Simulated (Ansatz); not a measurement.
Band structure of RbAs2Rh2 (I4/mmm, 5 atoms in the cell).

```yaml
crystal:
  lattice:
    - [-2.00724, 2.00724, 7.01974]
    - [2.00724, -2.00724, 7.01974]
    - [2.00724, 2.00724, -7.01974]
  atoms:
    - { symbol: Rb, position: [0.00000, 0.00000, 0.00000] }
    - { symbol: As, position: [0.34734, 0.34734, 0.00000] }
    - { symbol: As, position: [0.65266, 0.65266, 0.00000] }
    - { symbol: Rh, position: [0.75000, 0.25000, 0.50000] }
    - { symbol: Rh, position: [0.25000, 0.75000, 0.50000] }
```

Level of theory: PBEsol, PAW files made with PBE (plane waves; Ansatz, an electronic-structure program).

Settings: kpoints.mp_grid.grid = 6 6 6; hamiltonian.xc = pbesol; hamiltonian.pseudopotentials = {kind: paw} (the program's default PAW files); scf.occupations.method = gaussian; scf.occupations.width = 0.1 eV; kpoints.band_path.npoints = 8.

The starting cell comes from a database of computed structures (which also holds hypothetical and non-ambient phases and stackings), without a prior relaxation at this level. Spin polarisation is off; with an odd number of electrons in the cell that forces a metal, and a magnetic state may lie lower.

Levels in eV from the Fermi level, bands 34 to 41:
| point | 34 | 35 | 36 | 37 | 38 | 39 | 40 | 41 |
|---|---|---|---|---|---|---|---|---|
| Γ | -1.42 | -0.63 | -0.63 | -0.22 | 1.68 | 1.81 | 2.56 | 2.56 |
| X | -2.10 | -1.90 | -1.90 | -1.64 | -1.39 | 0.27 | 0.34 | 3.81 |
| Y | -2.14 | -2.05 | -1.90 | -1.45 | -1.29 | 0.32 | 0.34 | 3.88 |
| S | -2.81 | -2.42 | -2.05 | 0.57 | 1.38 | 1.38 | 1.99 | 2.85 |
| Z | -0.93 | -0.53 | -0.53 | -0.47 | -0.22 | 2.48 | 2.48 | 3.04 |
| S1 | -2.81 | -2.42 | -2.05 | 0.57 | 1.38 | 1.38 | 1.99 | 2.85 |
| N | -2.87 | -2.33 | -2.21 | 0.80 | 0.93 | 1.48 | 1.86 | 3.34 |
| P | -2.14 | -1.90 | -1.90 | -1.52 | -1.52 | 0.31 | 0.31 | 4.18 |
| Y1 | -2.14 | -2.05 | -1.90 | -1.45 | -1.29 | 0.32 | 0.34 | 3.88 |

Bands cross the Fermi level along this path, so the cell is metallic at this level.

Keys are those of Ansatz 0.2.
